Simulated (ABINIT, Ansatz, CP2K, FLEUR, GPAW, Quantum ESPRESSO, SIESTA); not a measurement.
**MgSn₅ (R32, 6 atoms in the cell) computed with different codes at matched settings**

Self-consistent single point.

```
MgSn5
1.0
    2.84265     1.64120     5.56202
   -2.84265     1.64120     5.56202
    0.00000    -3.28241     5.56202
Mg Sn
1 5
Cartesian
  0.00000   0.00000   8.34303
  0.91267   1.64120   5.56202
 -1.87766  -0.03021   5.56202
  0.96499  -1.61100   5.56202
  0.00000   0.00000   2.77638
  0.00000   0.00000  13.90969
```

Shared settings, as Ansatz (a first-principles code) writes them: kpoints.mp_grid.grid = 4 4 4; scf.occupations.method = fermi_dirac; scf.occupations.width = 0.1 eV. Potentials and cutoffs stand in the table.

```csv
code,model,pressure (GPa),largest force (eV/Å),cutoff
Ansatz,"LDA (PW92), PAW files made with PBE",-3.01,0.077,default
SIESTA,"LDA PW92, numerical atomic orbitals DZP, PseudoDojo LDA standard norm-conserving potentials (rewritten from UPF to PSML)",-1.73,0.144,grid 300 Ry
FLEUR,"LDA (Perdew-Zunger), all-electron FLAPW (FLEUR), scalar-relativistic valence",–,0.078,Kmax 3.8 1/bohr
GPAW,"LDA (Perdew-Wang 92), GPAW PAW datasets LDA (gpaw-data 1.0.1)",-3.17,0.077,850 eV
CP2K,"LDA (Pade form), GPW, DZVP-MOLOPT-SR-GTH basis, GTH-PADE potentials (GTH_POTENTIALS)",-2.49,0.088,grid 1000 Ry
ABINIT,"LDA (PW92), norm-conserving pseudopotentials (PseudoDojo nc-sr-04 LDA standard)",-2.97,0.079,42 Ha
Quantum ESPRESSO,"LDA (PZ), GBRV 1.5 ultrasoft (LDA) pseudopotentials",-3.13,0.077,40 Ry
```

Size of the force on each atom (eV/Å): Sizes of forces hide their directions.

```csv
code,Mg1,Sn2,Sn3,Sn4,Sn5,Sn6
Ansatz,0.000,0.077,0.077,0.077,0.049,0.049
SIESTA,0.000,0.144,0.144,0.144,0.030,0.030
FLEUR,0.000,0.078,0.078,0.078,0.049,0.049
GPAW,0.000,0.077,0.077,0.077,0.050,0.050
CP2K,0.000,0.088,0.088,0.088,0.044,0.044
ABINIT,0.000,0.079,0.079,0.079,0.047,0.047
Quantum ESPRESSO,0.000,0.077,0.077,0.077,0.048,0.048
```

A dash marks a value that a program does not give, or that is left out as unsure.

The spread over the programs that give each value: pressure within 1.44 GPa; largest force within 0.067 eV/Å.

SIESTA and CP2K use small atom-centred bases, whose incompleteness enters pressures, forces and empty levels differently from a plane-wave cutoff. FLEUR treats all electrons, but the usual bases taken here (sphere radii, linearisation, local orbitals, empty states) were not tested for convergence, so the values are no reference for the others. Ansatz's pressure is given at a fixed set of plane waves, as the other plane-wave codes print theirs. The same LDA comes in different parametrisations, which differ slightly. In the pressure, SIESTA (by 1.34) lies more than 1 GPa from the median of the plane-wave programs.

The starting cell comes from a database of computed structures (which also holds hypothetical and non-ambient phases and stackings), without a prior relaxation at this level. Its lattice was rescaled by a random factor within 2.5 % of one.

Keys are those of Ansatz 0.2.
